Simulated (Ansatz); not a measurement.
# Cs: response to strain

The reference is Cs in the bcc (W type) structure (space group Im-3m, No. 229; a = 6.007 Å; relaxed with 0.1 eV smearing). Axes: x, y, z lie along the cube axes.

Strains are applied to the cell and any free atomic positions relax; under biaxial strain the out-of-plane vector relaxes too.

Calculations: PBEsol (Ansatz, a program for electronic structure, PAW, without spin-orbit coupling).

Candidates:
(a) biaxial strain −1.50 %, plane normal [001], relaxed out of plane
(b) biaxial strain +1.50 %, plane normal [001], relaxed out of plane
(c) biaxial strain +2.50 %, plane normal [001], relaxed out of plane
(d) biaxial strain −2.00 %, plane normal [001], relaxed out of plane

**Question.** Order them by out-of-plane strain, lowest first.

**Answer.** (c) biaxial strain +2.50 %, plane normal [001], relaxed out of plane (-3.50 %), (b) biaxial strain +1.50 %, plane normal [001], relaxed out of plane (-2.21 %), (a) biaxial strain −1.50 %, plane normal [001], relaxed out of plane (+2.75 %), (d) biaxial strain −2.00 %, plane normal [001], relaxed out of plane (+3.75 %)

Whether these cells are dynamically stable was not tested. All final runs are without spin polarisation.
